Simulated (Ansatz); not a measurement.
# Ansatz run on K₂Se (Fm-3m, 3 atoms in the cell): self-consistent single point

Method of the run: LDA (PW92), default PAW files made with PBE (plane waves; Ansatz, a quantum-chemistry and plane-wave program).

The input file:

Ansatz 0.2 input:
```yaml
# K2Se
crystal:
  lattice:
    - [0.000000, 3.855135, 3.855135]
    - [3.855135, 0.000000, 3.855135]
    - [3.855135, 3.855135, 0.000000]
  atoms:
    - { symbol: K, position: [0.250000, 0.250000, 0.250000] }
    - { symbol: K, position: [0.750000, 0.750000, 0.750000] }
    - { symbol: Se, position: [0.000000, 0.000000, 0.000000] }
basis:
  ecutwfc: 30.9 Ry
kpoints:
  mp_grid:
    grid: [6, 6, 6]
hamiltonian:
  xc: lda
  pseudopotentials:
    kind: paw
scf:
  occupations:
    method: fermi_dirac
    width: 0.0007 Ry
output:
  forces: true
  eigenvalues: true
  stress: true
```

Log, with long lists cut:

```
WARN ansatz: RAYON_NUM_THREADS=1 ignored (pool sized by the plan → 1); use --threads N
Pseudopotentials: kind: paw
Pseudopotential: K, paw, valence charge 9
Pseudopotential: Se, paw, valence charge 16
Crystal: 3 atoms, lattice volume = 114.591 Å³
Basis set: ecut = 420.4159175005146 eV, 2229 PW (Γ)
Bands: 21, of which v1, the nominal top of the filled ones, is band 17 counted from 1 (16 counted from 0)
Symmetry: 48 space group operations
Space group: Fm-3m (ITA 225), of the structure as read, at distance tolerance 4.9e-5 Å
k-points: 16 of 216
PAW frozen core: K, regenerated for the run's functional, and the local potential with it
PAW frozen core: Se, regenerated for the run's functional, and the local potential with it
Initial density: superposition of atomic densities (neutral atoms: chi_scale 0, normalization atom), corrected by the library's trained network
Initial wavefunctions: pseudopotential atomic-orbital guess
Eigensolver: davidson
Functional: x = slater, c = lda
SCF iter   1: F=—  HF=-8379.122710 eV  |F-HF|=—  |Δ(HF+E_count)|=         —  Δρ=4.56e-3  dr2=1.34e-2  ethr=1.77e-3  ⟨swp⟩=6.6  Hψ=1678  notcnv=0
all-band conjugate gradients solve this SCF's bands
preconditioner: auto → none
SCF iter   2: F=—  HF=-8379.117702 eV  |F-HF|=—  |Δ(HF+E_count)|=   5.01e-3  Δρ=2.27e-3  dr2=2.25e-3  ethr=3.94e-5  ⟨swp⟩=3.0  Hψ=693  notcnv=0
SCF iter   3: F=—  HF=-8379.117156 eV  |F-HF|=—  |Δ(HF+E_count)|=   5.46e-4  Δρ=3.79e-4  dr2=2.75e-4  ethr=6.63e-6  ⟨swp⟩=2.0  Hψ=464  notcnv=0
SCF iter   4: F=—  HF=-8379.117071 eV  |F-HF|=—  |Δ(HF+E_count)|=   8.52e-5  Δρ=1.15e-4  dr2=2.34e-5  ethr=8.08e-7  ⟨swp⟩=2.0  Hψ=663  notcnv=0
SCF iter   5: F=—  HF=-8379.117064 eV  |F-HF|=—  |Δ(HF+E_count)|=   6.39e-6  Δρ=2.25e-5  dr2=4.42e-7  ethr=6.87e-8  ⟨swp⟩=2.0  Hψ=400  notcnv=0
SCF iter   6: F=-8379.117064 eV  HF=-8379.117064 eV  |F-HF|=1.52e-9  |Δ(HF+E_count)|=   7.63e-8  Δρ=2.68e-6  dr2=4.54e-9  ethr=2.94e-10  ⟨swp⟩=5.1  Hψ=1317  notcnv=0
SCF 1 converged in 6 iterations: F = -8379.117064 eV  dr2 = 4.54e-9
SCF converged after 6 iterations
Free energy (F): -8379.117064 eV
Harris-Foulkes:  -8379.117064 eV  (|F-HF|=1.52e-9)
Internal energy: -8379.117064 eV  (E = F + TS)
E sigma→0 (E₀):  -8379.117064 eV
Fermi energy:    3.375546 eV
--- Per-component energies (eV) ---
  E_band       = -658.362494
  E_kinetic    = 626.541780
  E_local      = -4311.071487  (includes V_loc(G=0)·N_el)
  E_nonlocal   = -558.559019
  E_hartree    = 1928.925138
  E_xc         = -369.608314
  E_vxc        = -425.667134  (∫ρ·V_xc dr)
  E_paw        = -3312.297774  (= ΣΔE_a)
  E_vpaw       = 152.543170  (= ΣTr[D̂ρ^β])
  E_aug_tail   = -0.000615  (compensation charges beyond the density's cutoff)
  E_ewald      = -2385.779136
  E_core_change = 2.732362  (= ΣΔE_core)
  E_smearing   = -0.000000  (= −TS)
  E_closure    = 0.000000  (closes the sum)
  Σ components = -8379.117064   (vs F -8379.117064, Δ=0.00e0)
--- Forces (eV/Å), atoms counted from 1 ---
  atom   1  K     -0.00000000     0.00000000     0.00000000
   [... zero for the other atoms too ...]
  max |Σ_I F_I| component: 2.78e-17 eV/Å
--- Stress (GPa, compression-positive) ---
       -1.659779       0.000000       0.000000
        0.000000      -1.659779      -0.000000
       -0.000000      -0.000000      -1.659779
  P = ⅓ Tr σ = -1.6598 GPa (-16.598 kbar)
  The stress holds the Pulay correction. Without it, at fixed plane waves, as pw.x and ABINIT print it: P = -1.6682 GPa
--- Band table (eV; the first three rows and the last of 16) ---
  k-point 0: bands = ["-42.6546", "-42.6546", "-42.6546", "-42.6531", "-42.6531", "-26.5928", "-26.5375", "-10.3652", "-10.3652", "-10.3652", "-10.1836", "-10.1836", "-10.1836", "-7.6647", "2.2936", "2.2936", "2.2936", "4.2938", "7.5792", "7.5792", "9.5365"]
  k-point 1: bands = ["-42.6546", "-42.6546", "-42.6546", "-42.6531", "-42.6531", "-26.5889", "-26.5410", "-10.3607", "-10.3545", "-10.3545", "-10.2178", "-10.1971", "-10.1971", "-7.6213", "2.0620", "2.3188", "2.3188", "4.8719", "7.5901", "7.5901", "8.9215"]
  k-point 2: bands = ["-42.6546", "-42.6546", "-42.6546", "-42.6531", "-42.6531", "-26.5785", "-26.5508", "-10.3586", "-10.3242", "-10.3242", "-10.2754", "-10.2330", "-10.2330", "-7.5394", "1.8084", "2.3692", "2.3692", "5.8936", "7.6840", "7.6840", "7.7982"]
  k-point 15: bands = ["-42.6546", "-42.6546", "-42.6546", "-42.6531", "-42.6531", "-26.5688", "-26.5596", "-10.5176", "-10.4248", "-10.3488", "-10.2212", "-10.1499", "-10.1382", "-7.4600", "1.8174", "2.2101", "2.4073", "5.7867", "7.4199", "8.1050", "8.7036"]
```

The run converged in 6 iterations.

The starting cell comes from a database of computed structures (which also holds hypothetical and non-ambient phases and stackings), without a prior relaxation at this level. Its lattice was rescaled by up to half a per cent. Ansatz's pressure includes its estimate of the finite-basis (Pulay) stress.
